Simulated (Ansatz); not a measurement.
The reference is SnC in the rock salt structure (space group Fm-3m, No. 225; a = 4.745 Å; a hypothetical phase, not in the database extracts checked; relaxed with 0.1 eV smearing).

Calculations: PBEsol/PAW in Ansatz (an electronic-structure program), no SOC.

Base values:

- Pressure: 0.0 GPa
- Band gap: zero

Perturbation: every lattice vector is shortened by 1.46 %; the atoms relax in the strained cell.

Q: How does this affect the pressure?

A: The pressure goes from zero to 7.2 GPa.

Q: Estimate the effect on the energy relative to the base.

A: The energy rises by 12 meV/atom.

Q: Estimate the effect on the band gap.

A: The band gap remains zero.

No phonon test of stability was made. The final runs are not spin-polarised.
